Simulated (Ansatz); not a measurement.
**PBE against PBEsol: hypothetical NiAs type KI**

Consider KI in the NiAs type structure (space group P6_3/mmc, No. 194; a = 4.970 Å, c = 8.679 Å; a hypothetical phase, not in the database extracts checked).

(Cell as relaxed with PBE.)

Levels (all Ansatz, an electronic-structure program, PAW): PBE (420 eV, no spin-orbit coupling); PBEsol (420 eV, no SOC).

Each level relaxes its own structure.

```csv
quantity,PBE,PBEsol
volume per atom,46.42 Å³,43.11 Å³
lattice parameter a,4.970 Å,4.838 Å
lattice parameter c,8.679 Å,8.507 Å
band gap,3.78 eV,3.78 eV
gap character,direct at Γ,direct at Γ
electron mass,"0.33 mₑ along c, 0.35 mₑ across","0.30 mₑ along c, 0.33 mₑ across"
```

PBE's volume per atom lies 3.31 Å³ above PBEsol's (7.7 %); PBE's lattice parameter a lies 0.132 Å above PBEsol's (2.7 %); PBE's lattice parameter c lies 0.1726 Å above PBEsol's (2.0 %); the two agree on the band gap and gap character. Neither level is exact; PBEsol is the comparison here, not a measurement.

Spin-orbit coupling, missing from the scalar runs, can matter with I. Masses are band curvatures over ±0.01 Å⁻¹ around the edge. No phonon test of stability was made.
